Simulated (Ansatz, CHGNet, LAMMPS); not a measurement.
## Cubic perovskite BaZrO₃, lattice constant a

Reference value: 4.191 Å (measured, temperature not stated, no zero-point or thermal correction; as tabulated in Evaestov et al. (2010), arXiv:1010.1170).

```json
[
 {"level (code)": "ionic model pedone2006 (rigid ions, LAMMPS)", "value (Å)": "4.196"},
 {"level (code)": "CHGNet 0.3.0 (CHGNet)", "value (Å)": "4.255"},
 {"level (code)": "LDA (Ansatz)", "value (Å)": "?"},
 {"level (code)": "PBE (Ansatz)", "value (Å)": "4.227"},
 {"level (code)": "r²SCAN (Ansatz)", "value (Å)": "?"},
 {"level (code)": "HSE06 (Ansatz)", "value (Å)": "4.192"},
 {"level (code)": "Hartree–Fock (Ansatz)", "value (Å)": "4.230"}
]
```

Complete the blanks.


- LDA (Ansatz, an electronic-structure program), value (Å): 4.147
- r²SCAN (Ansatz), value (Å): 4.205

Differences against the reference: ionic model pedone2006 +0.12 %, CHGNet 0.3.0 +1.53 %, LDA -1.05 %, PBE +0.86 %, r²SCAN +0.33 %, HSE06 +0.02 %, Hartree–Fock +0.93 %.

Leaving aside ionic model pedone2006, which can be fitted to such values or carry a doubt: The reference's temperature isn't stated, so close values are not ranked against it. Off by more than 1.25 % (a bound picked here): CHGNet 0.3.0 (+1.53 %).

The measured value isn't corrected to a static lattice, so vibrations enter the comparison. A static lattice is as a rule a little smaller than the measured one.  Ionic model pedone2006, CHGNet 0.3.0, LDA, PBE, r²SCAN, HSE06, Hartree–Fock: the relaxation could not lower the start's symmetry, so the cell can be a saddle point above a distorted one. Cutoffs and k meshes differ between the levels. Ansatz's density-functional and Hartree–Fock values are scalar-relativistic unless marked +SOC, with PAW data made under PBE.

Empirical potentials (ionic model pedone2006) are fitted to chosen data, which need not cover the solid at hand: agreement can be built in, and what lay outside the fit can be far off. Machine-learned potentials (CHGNet 0.3.0) are trained on DFT data, which may include these solids.

Differences are worked out from the printed values.
